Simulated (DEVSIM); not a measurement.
Structure: illuminated GaAs p-on-n cell, one wavelength, at 300 K.

| layer (left to right) | material | thickness (μm) | Nd (cm⁻³) | Na (cm⁻³) | τn (s) | τp (s) | absorption coefficient (cm⁻¹) |
|---|---|---|---|---|---|---|---|
| 1 | GaAs | 0.300 | - | 8.9e17 | 8e-10 | 2.2e-9 | 11000 |
| 2 | GaAs | 0.870 | 3.5e15 | - | 5e-8 | 5e-8 | 11000 |

Left contact: ohmic, minority electron recombination velocity 3e6 cm/s. Right contact: ohmic, minority hole recombination velocity 40 cm/s. Voltage is applied to the left contact. Recombination: SRH at mid-gap, radiative, Auger. Light enters at the left, 5.1e16 photons cm⁻² s⁻¹, one pass, no reflection. Mobility is μmin + (μ − μmin)/(1 + (N/Nref)^α).

Constants are typed, rounded textbook-type inputs, not results; the design itself was drawn at random and stands for no fabricated device. Values at 300 K.

```csv
parameter,GaAs
gap (eV),1.424
affinity (eV),4.07
permittivity,12.9
Nc (cm⁻³),4.7e17
Nv (cm⁻³),9e18
μn (cm²/Vs),8500
μp (cm²/Vs),400
"μn,min",500
"μp,min",20
"Nref,n",6e16
"Nref,p",1.5e17
αn,0.39
αp,0.38
B (cm³/s),2e-10
Cn (cm⁶/s),1e-30
Cp (cm⁶/s),1e-30
```

Model (solved in DEVSIM): 1D drift-diffusion, Boltzmann statistics, complete ionisation; no tunnelling, impact ionisation, image-force lowering or self-heating.

The photon flux was swept, all else fixed.

```csv
photon flux (cm^-2 s^-1),open-circuit voltage (V),largest power (mW/cm²),fill factor,short-circuit current (mA/cm²)
1.5e15,0.792,0.0964,0.79,0.154
5.1e15,0.838,0.355,0.81,0.522
1.5e16,0.875,1.11,0.83,1.54
5.1e16,?,4.03,?,?
1.5e17,0.946,12.4,0.86,15.4
5.1e17,0.980,44.3,0.87,52.2
1.5e18,1.010,136,0.87,154
```

Question: Complete the blanks.

Answer: 
- 5.1e16, open-circuit voltage (V): 0.914
- 5.1e16, fill factor: 0.84
- 5.1e16, short-circuit current (mA/cm²): 5.22
